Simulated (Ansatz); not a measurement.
Ansatz (a quantum-chemistry and plane-wave program) run on Na2W4O13 (P-1, 19 atoms in the cell): self-consistent single point.

Method of the run: PBEsol, default PAW files made with PBE (plane waves; Ansatz).

```
CELL_PARAMETERS angstrom
      3.85190     0.00000     0.00000
     -0.05912     8.33048     0.00000
     -1.90648    -0.84400     8.15762
ATOMIC_POSITIONS crystal
  Na 0.71138 0.68816 0.42260
  Na 0.28862 0.31184 0.57740
  W  0.95998 0.63215 0.82488
  W  0.04002 0.36785 0.17512
  W  0.85209 0.02410 0.80307
  W  0.14791 0.97590 0.19693
  O  0.99802 0.84487 0.99564
  O  0.00198 0.15513 0.00436
  O  0.60922 0.98944 0.18702
  O  0.39078 0.01056 0.81298
  O  0.43481 0.64321 0.84198
  O  0.56519 0.35679 0.15802
  O  0.00000 0.50000 0.00000
  O  0.83677 0.48910 0.65274
  O  0.16323 0.51090 0.34726
  O  0.81672 0.15416 0.64999
  O  0.18328 0.84584 0.35001
  O  0.15507 0.18959 0.31010
  O  0.84493 0.81041 0.68990
```

Reference input (self-consistent single point, DFT, PBEsol, plane waves, default PAW files made with PBE): kpoints.mp_grid.grid = 4 2 2; kpoints.mp_grid.shift = 0.5 0.5 0.5; hamiltonian.xc = pbesol; hamiltonian.pseudopotentials = {kind: paw} (the program's default PAW files); scf.occupations.method = fixed. This run's input differs from it in these lines:

```diff
@@ -28,3 +28,3 @@
   mp_grid:
-    grid: [4, 2, 2]
+    grid: [12, 6, 6]
     shift: [0.5, 0.5, 0.5]
```

Output, abridged:

```
SCF iter   1: F=—  HF=-51277.783134 eV  |F-HF|=—  |Δ(HF+E_count)|=         —  Δρ=1.66e-2  dr2=7.41e-1  ethr=1.77e-3  ⟨swp⟩=5.0  Hψ=70201  notcnv=0  defer=3648
all-band conjugate gradients solve this SCF's bands
preconditioner: auto → Resta (q_TF=auto, 2.492 Å⁻¹)
SCF iter   2: F=—  HF=-51277.674290 eV  |F-HF|=—  |Δ(HF+E_count)|=   1.09e-1  Δρ=7.82e-3  dr2=1.77e-1  ethr=4.87e-4  ⟨swp⟩=2.0  Hψ=32824  notcnv=0  defer=3576
   [... lines left out ...]
SCF iter   8: F=—  HF=-51277.644389 eV  |F-HF|=—  |Δ(HF+E_count)|=   6.33e-6  Δρ=1.65e-5  dr2=1.09e-6  ethr=5.93e-9  ⟨swp⟩=2.0  Hψ=26043  notcnv=0  defer=2781
SCF iter   9: F=—  HF=-51277.644391 eV  |F-HF|=—  |Δ(HF+E_count)|=   1.52e-6  Δρ=1.09e-5  dr2=3.22e-7  ethr=7.14e-10  ⟨swp⟩=2.0  Hψ=30380  notcnv=0  defer=2782
SCF iter  10: F=—  HF=-51277.644391 eV  |F-HF|=—  |Δ(HF+E_count)|=   7.71e-8  Δρ=6.65e-6  dr2=1.20e-7  ethr=6.58e-11  ⟨swp⟩=13.3  Hψ=97804  notcnv=0
SCF iter  11: F=-51277.644391 eV  HF=-51277.644391 eV  |F-HF|=1.86e-9  |Δ(HF+E_count)|=   2.78e-8  Δρ=2.65e-6  dr2=2.03e-8  ethr=6.58e-11  ⟨swp⟩=4.2  Hψ=58847  notcnv=0
SCF 1 converged in 11 iterations: F = -51277.644391 eV  dr2 = 2.03e-8
Free energy (F): -51277.644391 eV
Internal energy: -51277.644391 eV  (E = F + TS)
E sigma→0 (E₀):  -51277.644391 eV
Fermi energy:    5.552866 eV
--- Forces (eV/Å), atoms counted from 1 ---
  atom   1  Na    -0.01092917     0.02029935    -0.01912794
  atom   2  Na     0.01092917    -0.02029935     0.01912794
  atom   3  W      0.05412191     0.03533301    -0.00179859
  atom   4  W     -0.05412191    -0.03533301     0.00179859
  atom   5  W     -0.04444074     0.00387812     0.09768612
  atom   6  W      0.04444074    -0.00387812    -0.09768612
  atom   7  O      0.02079939     0.07995236     0.10601582
  atom   8  O     -0.02079939    -0.07995236    -0.10601582
  atom   9  O     -0.10214604    -0.02764821     0.04064275
   [... lines left out ...]
  atom  19  O     -0.00390636     0.02989178     0.22642341
--- Stress (GPa, compression-positive) ---
       -1.286312      -0.001291      -0.017663
       -0.001291      -1.606852       0.087924
       -0.017663       0.087924      -1.392574
  P = ⅓ Tr σ = -1.4286 GPa (-14.286 kbar)
  The stress holds the Pulay correction. Without it, at fixed plane waves, as pw.x and ABINIT print it: P = -2.0655 GPa
```

The run converged in 11 iterations. Against the reference run the free energy stays essentially unchanged (within 1 meV/atom), the pressure stays at -1.43 GPa, the largest force stays at 0.311 eV/Å and the gap on the mesh goes from 2.317 to 1.808 eV.

The starting cell comes from a database of computed structures (which also holds hypothetical and non-ambient phases and stackings), without a prior relaxation at this level. Spin-orbit coupling is off. Ansatz's pressure includes its estimate of the finite-basis (Pulay) stress. Without the estimate this run gives -2.07 GPa. The shifted mesh does not hold Γ, so a gap read on it misses any band edge there.

Cost on one core of a shared machine: roughly 9 min.

Keys are those of Ansatz 0.2.
